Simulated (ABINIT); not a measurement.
ABINIT run on Ta₂InC (P6_3/mmc, 8 atoms in the cell): self-consistent single point.

Method: LDA (PW92), norm-conserving pseudopotentials (PseudoDojo nc-sr-04 LDA standard) (plane waves; ABINIT).

The change in words: lattice scaled by 0.98. Reference geometry:
```xyz
8
Lattice="3.1675 0.0000 0.0000 -1.5838 2.7431 0.0000 0.0000 0.0000 14.5335" Properties=species:S:1:pos:R:3 pbc="T T T"
Ta     1.5838     0.9144     8.4726
Ta     0.0000     1.8288     6.0609
Ta     0.0000     1.8288     1.2058
Ta     1.5838     0.9144    13.3276
In     1.5838     0.9144     3.6334
In     0.0000     1.8288    10.9001
C      0.0000     0.0000     7.2667
C      0.0000     0.0000     0.0000
```

Reference input (self-consistent single point, DFT, LDA (PW92), plane waves, norm-conserving pseudopotentials (PseudoDojo nc-sr-04 LDA standard)): pseudos = [Ta.upf, In.upf, C.upf]; ecut = 41 Ha; occopt = 7; tsmear = 0.1 eV; ngkpt = 7 7 2; nshiftk = 1; shiftk = 0 0 0; potentials = PseudoDojo nc-sr-04 LDA standard; nband = 54; kptopt = 1; nstep = 100; tolvrs = 1e-10. This run's input differs from it in these lines:

```diff
@@ -5,5 +5,5 @@
 rprim
-         5.9857262587    0.0000000321    0.0000000000
-        -2.9928631572    5.1837909841    0.0000000000
-         0.0000000000    0.0000000000   27.4642968377
+         5.8660117916    0.0000001057    0.0000000000
+        -2.9330059873    5.0801151776    0.0000000000
+         0.0000000000    0.0000000000   26.9150101451
 natom 8
@@ -13,9 +13,9 @@
 xcart
-         1.5837549585    0.9143813629    8.4725828356
-        -0.0000000098    1.8287627089    6.0608971644
-        -0.0000000098    1.8287627089    1.2058428356
-         1.5837549585    0.9143813629   13.3276371644
-         1.5837549585    0.9143813629    3.6333700000
-        -0.0000000098    1.8287627089   10.9001100000
-         0.0000000000    0.0000000000    7.2667400000
+         1.5520798634    0.8960937642    8.3031309457
+        -0.0000000323    1.7921874725    5.9396790543
+        -0.0000000323    1.7921874725    1.1817259457
+         1.5520798634    0.8960937642   13.0610840543
+         1.5520798634    0.8960937642    3.5607025000
+        -0.0000000323    1.7921874725   10.6821075000
+         0.0000000000    0.0000000000    7.1214050000
          0.0000000000    0.0000000000    0.0000000000
```

Output, abridged:

```
--- !BeginCycle
solver: {iscf: 7, nstep: 100, nline: 4, wfoptalg: 0, }
tolerances: {tolvrs: 1.00E-10, }
...

     iter   Etot(hartree)      deltaE(h)  residm     vres2
 ETOT  1  -403.73348631792    -4.037E+02 2.603E-01 1.636E+04
 ETOT  2  -404.97560860684    -1.242E+00 5.475E-02 4.015E+03
 ETOT  3  -405.35005381353    -3.744E-01 1.812E-02 5.146E+01
 ETOT  4  -405.35954502112    -9.491E-03 6.883E-03 4.914E+00
 ETOT  5  -405.35973118516    -1.862E-04 6.560E-03 2.899E-02
   [... 3 lines left out ...]
 ETOT  9  -405.35973804599    -1.525E-09 2.367E-03 9.221E-07
 ETOT 10  -405.35973804612    -1.275E-10 2.133E-03 6.390E-09
 ETOT 11  -405.35973804614    -2.018E-11 1.239E-03 9.653E-09
 ETOT 12  -405.35973804614    -6.821E-13 9.224E-04 4.241E-11
 At SCF step   12       vres2   =  4.24E-11 < tolvrs=  1.00E-10 =>converged.

 Cartesian components of stress tensor (hartree/bohr^3)
  sigma(1 1)= -7.02533280E-05  sigma(3 2)=  0.00000000E+00
  sigma(2 2)= -7.02533282E-05  sigma(3 1)=  0.00000000E+00
  sigma(3 3)=  3.62823573E-05  sigma(2 1)= -1.48649013E-13

 ----iterations are completed or convergence reached----

 reduced coordinates (array xred) for    8 atoms
       0.666666668857      0.333333335522      0.582970001455
       0.333333335523      0.666666668855      0.417030002915
       0.333333335523      0.666666668855      0.082970001455
       0.666666668857      0.333333335522      0.917030002915
       0.666666668857      0.333333335522      0.250000002185
       0.333333335523      0.666666668855      0.750000002185
   [... lines left out ...]
 Fermi (or HOMO) energy (hartree) =   0.47492   Average Vxc (hartree)=  -0.48747
   [... lines left out ...]
total_energy        : -4.05359738046142E+02
total_energy_eV     : -1.10303994333626E+04
band_energy         : -2.70180905486233E+01
...

-Cartesian components of stress tensor (GPa)         [Pressure=  1.0221E+00 GPa]
- sigma(1 1)= -2.06692392E+00  sigma(3 2)=  0.00000000E+00
- sigma(2 2)= -2.06692393E+00  sigma(3 1)=  0.00000000E+00
- sigma(3 3)=  1.06746363E+00  sigma(2 1)= -4.37340422E-09

 Calculation completed.
```

The run converged in 12 iterations. Against the reference run the free energy goes down by 32.3 meV/atom, the pressure goes from -11.53 to 1.02 GPa and the largest force goes from 0.828 to 0.093 eV/Å.

The starting cell comes from a database of computed structures (which also holds hypothetical and non-ambient phases and stackings), without a prior relaxation at this level. For this run, on top of that: lattice scaled by 0.98. Spin polarisation is off.

Cost on one core of a shared machine: roughly 6 min.
